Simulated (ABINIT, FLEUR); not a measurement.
An ABINIT input for a self-consistent single point of Co (P6_3/mmc, 2 atoms in the cell) (DFT, PBE, plane waves, norm-conserving pseudopotentials (PseudoDojo nc-sr-05 PBE standard)):

```
# Co, PseudoDojo nc-sr-05 PBE standard
pp_dirpath "./"
pseudos "Co.upf"
acell 3*1.0 Angstrom
rprim
         1.2549999990   -2.1737237617    0.0000000000
         1.2549999990    2.1737237617    0.0000000000
         0.0000000000    0.0000000000    4.0700000000
natom 2
ntypat 1
znucl 27
typat 1 1
xcart
         1.2549999990    0.7245745872    1.0175000000
         1.2549999990   -0.7245745872    3.0525000000
      Angstrom
ecut 48 Ha
ixc 11
nsppol 2
spinat
      0 0 2
      0 0 2
occopt 3
tsmear 0.136 eV
nband 25
kptopt 1
ngkpt 13 13 7
nshiftk 1
shiftk 0 0 0
nstep 100
tolvrs 1.0e-10
prtwf 0
prtden 0
```

Task: Translate this input to FLEUR.

Result: One input that does it (others would too):

Input of the input generator:

```
Co crystal
&input film=f /
2.3716062845 -4.1077425803 0.0000000000
2.3716062845 4.1077425803 0.0000000000
0.0000000000 0.0000000000 7.6911853272
1.0
1.0 1.0 1.0

2
27 0.3333333333 0.6666666667 0.2500000000 : 2.00
27 0.6666666667 0.3333333333 0.7500000000 : 2.00

&comp jspins=2 /
&kpt div1=13 div2=13 div3=7 /
&end /
```

```xml
<?xml version="1.0" encoding="UTF-8" standalone="no"?>
<fleurInput fleurInputVersion="0.39">
   <comment>
      Co crystal                                                                                          
   </comment>
   <calculationSetup>
      <cutoffs Kmax="3.6" Gmax="14.4" GmaxXC="14.4" numbands="0"/>
      <scfLoop itmax="100" minDistance="0.00001" maxIterBroyd="40" imix="Anderson" alpha="0.05" precondParam="0.0" spinf="2.0"/>
      <coreElectrons ctail="T" frcor="F" kcrel="0" coretail_lmax="0"/>
      <xcFunctional name="pbe" relativisticCorrections="F"/>
      <magnetism jspins="2"/>
      <soc l_soc="F" theta="0.0" phi="0.0" spav="F"/>
      <expertModes spex="0" secvar="F"/>
      <geometryOptimization l_f="T" forcealpha="1.0" forcemix="BFGS" epsdisp="0.00001" epsforce="0.00001"/>
      <ldaU l_linMix="F" mixParam="0.05" spinf="1.0"/>
   </calculationSetup>
   <cell>
      <bzIntegration valenceElectrons="30.0" mode="hist" fermiSmearingEnergy="0.00499791">
         <kPointListSelection listName="default-1"/>
         <!-- k-points included here -->
         <xi:include xmlns:xi="http://www.w3.org/2001/XInclude" href="kpts.xml"> </xi:include>
      </bzIntegration>
      <!-- symmetry operations included here -->
      <xi:include xmlns:xi="http://www.w3.org/2001/XInclude" href="sym.xml"> </xi:include>
      <bulkLattice scale="1.0">
         <bravaisMatrix>
            <row-1>    2.3716062844999999    -4.1077425803000001     0.0000000000000000</row-1>
            <row-2>    2.3716062844999999     4.1077425803000001     0.0000000000000000</row-2>
            <row-3>    0.0000000000000000     0.0000000000000000     7.6911853272000004</row-3>
         </bravaisMatrix>
      </bulkLattice>
   </cell>
   <atomSpecies>
      <species name="Cobalt (Co2.000" element="Co" atomicNumber="27">
         <mtSphere radius="2.20" gridPoints="761" logIncrement="0.016"/>
         <atomicCutoffs lmax="8" lnonsphr="6"/>
         <electronConfig flipSpins="F">
            <coreConfig>(1s1/2) (2s1/2) (2p1/2) (2p3/2) (3s1/2)</coreConfig>
            <valenceConfig>(3p1/2) (3p3/2) (4s1/2) (3d3/2) (3d5/2)</valenceConfig>
            <stateOccupation state="(3d3/2)" spinUp="1.5" spinDown="1.3"/>
            <stateOccupation state="(3d5/2)" spinUp="3.0" spinDown="1.2"/>
         </electronConfig>
         <energyParameters s="4" p="4" d="3" f="4"/>
         <lo type="SCLO" l="1" n="3" eDeriv="0"/>
      </species>
   </atomSpecies>
   <atomGroups>
      <atomGroup species="Cobalt (Co2.000">
         <relPos label="                   1">1.000/3.000 -1.000/3.000 1.000/4.000</relPos>
         <relPos label="                   2">-1.000/3.000 1.000/3.000 -1.000/4.000</relPos>
         <force calculate="T" relaxXYZ="TTT"/>
      </atomGroup>
   </atomGroups>
   <output dos="F" band="F" slice="F">
      <checks vchk="F" cdinf="F"/>
      <bandDOS minEnergy="-.5*Htr" maxEnergy="0.5*Htr" sigma="0.015" storeEVData="T"/>
      <vacuumDOS vacdos="F" integ="F" star="F" nstars="0" locx1="0.0" locy1="0.0" locx2="0.0" locy2="0.0" nstm="0" tworkf="0.0"/>
      <unfoldingBand unfoldBand="F" supercellX="1" supercellY="1" supercellZ="1"/>
      <plotting iplot="0" polar="F">
         <plot TwoD="T" vec1="  1.0  0.0  0.0" vec2="  0.0  1.0  0.0" vec3="  0.0  0.0  1.0" zero="  0.0  0.0  0.0" file="plot"/>
      </plotting>
      <chargeDensitySlicing numkpt="0" minEigenval="0.0" maxEigenval="0.0" nnne="0" pallst="F"/>
      <specialOutput eonly="F"/>
      <magneticCircularDichroism mcd="F" energyLo="-10.0" energyUp="0.0"/>
   </output>
  <!-- We include the file relax.xml here to enable relaxations (see documentation) -->
  <xi:include xmlns:xi="http://www.w3.org/2001/XInclude" href="relax.xml"> <xi:fallback/> </xi:include>
</fleurInput>
```

Basis settings and potentials, where a program has them, do not carry over. This input uses DFT, PBE, all-electron FLAPW (FLEUR), scalar-relativistic valence. Both were run: size of the net moment 1.63 μB/atom in ABINIT and 1.61 in FLEUR.

On ABINIT: the starting cell has typed, rounded lattice constants, without a prior relaxation at this level. The magnetic order is the one reached from the typed start; others were not searched systematically. With a pressure of about -4 GPa the cell is away from its equilibrium volume at this level.

On FLEUR: the starting cell has typed, rounded lattice constants, without a prior relaxation at this level. The magnetic order is the one reached from the typed start; others were not searched systematically. Values depend on the basis (sphere radii, cutoffs, local orbitals), which need not be converged.
